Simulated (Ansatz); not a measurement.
Ansatz (a program for electronic structure) run on Zr (Im-3m, 1 atom in the cell): self-consistent single point.

Method: LDA (PW92), PAW files made with PBE (plane waves; Ansatz).

The change in words: lattice scaled by 0.98; kpoints.mp_grid.grid: 13 13 13 → 23 23 23. Reference geometry:
```
Zr
1.0
   -1.79980     1.79980     1.79980
    1.79980    -1.79980     1.79980
    1.79980     1.79980    -1.79980
Zr
1
Direct
  0.00000   0.00000   0.00000
```

Reference input (self-consistent single point, DFT, LDA (PW92), plane waves, PAW files made with PBE): basis.ecutwfc = 30.9 Ry; kpoints.mp_grid.grid = 13 13 13; hamiltonian.xc = lda; hamiltonian.pseudopotentials = {kind: paw} (the program's default PAW files); scf.occupations.method = fermi_dirac; scf.occupations.width = 0.0073 Ry. This run's input differs from it in these lines:

Ansatz 0.2 input:
```diff
@@ -2,5 +2,5 @@
   lattice:
-    - [-1.79979900, 1.79979900, 1.79979900]
-    - [1.79979900, -1.79979900, 1.79979900]
-    - [1.79979900, 1.79979900, -1.79979900]
+    - [-1.76380300, 1.76380300, 1.76380300]
+    - [1.76380300, -1.76380300, 1.76380300]
+    - [1.76380300, 1.76380300, -1.76380300]
   atoms:
@@ -10,3 +10,3 @@
 kpoints:
-  mp_grid: { grid: [13, 13, 13] }
+  mp_grid: { grid: [23, 23, 23] }
 hamiltonian:
```

Log, with long lists cut:

```
SCF iter   1: F=—  HF=-4077.516216 eV  |F-HF|=—  |Δ(HF+E_count)|=         —  Δρ=2.17e-2  dr2=1.41e-1  ethr=3.10e-3  ⟨swp⟩=5.1  Hψ=20780  notcnv=0
all-band conjugate gradients solve this SCF's bands
preconditioner: auto → none
SCF iter   2: F=—  HF=-4077.457676 eV  |F-HF|=—  |Δ(HF+E_count)|=   5.85e-2  Δρ=5.87e-3  dr2=4.83e-3  ethr=1.18e-3  ⟨swp⟩=3.0  Hψ=9627  notcnv=0
SCF iter   3: F=—  HF=-4077.457164 eV  |F-HF|=—  |Δ(HF+E_count)|=   5.12e-4  Δρ=2.06e-3  dr2=3.89e-4  ethr=4.02e-5  ⟨swp⟩=2.2  Hψ=4922  notcnv=0
SCF iter   4: F=—  HF=-4077.457294 eV  |F-HF|=—  |Δ(HF+E_count)|=   1.30e-4  Δρ=1.22e-4  dr2=1.74e-6  ethr=3.24e-6  ⟨swp⟩=2.4  Hψ=5066  notcnv=0
SCF iter   5: F=—  HF=-4077.457295 eV  |F-HF|=—  |Δ(HF+E_count)|=   5.48e-7  Δρ=1.11e-5  dr2=7.33e-9  ethr=8.33e-10  ⟨swp⟩=6.1  Hψ=18102  notcnv=0
SCF iter   6: F=-4077.457295 eV  HF=-4077.457295 eV  |F-HF|=2.73e-12  |Δ(HF+E_count)|=   3.73e-9  Δρ=1.20e-6  dr2=7.32e-11  ethr=6.11e-11  ⟨swp⟩=2.0  Hψ=11456  notcnv=0
SCF 1 converged in 6 iterations: F = -4077.457295 eV  dr2 = 7.32e-11
Free energy (F): -4077.457295 eV
Internal energy: -4077.401450 eV  (E = F + TS)
E sigma→0 (E₀):  -4077.429372 eV
Entropy (-TS):   -0.055845 eV (-55.845 meV/atom)
Fermi energy:    14.374902 eV
--- Forces (eV/Å), atoms counted from 1 ---
  atom   1  Zr     0.00000000    -0.00000000     0.00000000
--- Stress (GPa, compression-positive) ---
       -3.303059      -0.000000      -0.000000
        0.000000      -3.303059       0.000000
        0.000000       0.000000      -3.303059
  P = ⅓ Tr σ = -3.3031 GPa (-33.031 kbar)
  The stress holds the Pulay correction. Without it, at fixed plane waves, as pw.x and ABINIT print it: P = -3.3100 GPa
```

The run converged in 6 iterations. Against the reference run the free energy falls by 49.4 meV/atom and the pressure goes from -8.11 to -3.30 GPa.

The starting cell comes from a database of computed structures (which also holds hypothetical and non-ambient phases and stackings), without a prior relaxation at this level. Its lattice was rescaled by up to half a per cent. For this run, on top of that: lattice scaled by 0.98. With a pressure of about -3 GPa the cell is away from its equilibrium volume at this level. Ansatz's pressure includes its estimate of the finite-basis (Pulay) stress.
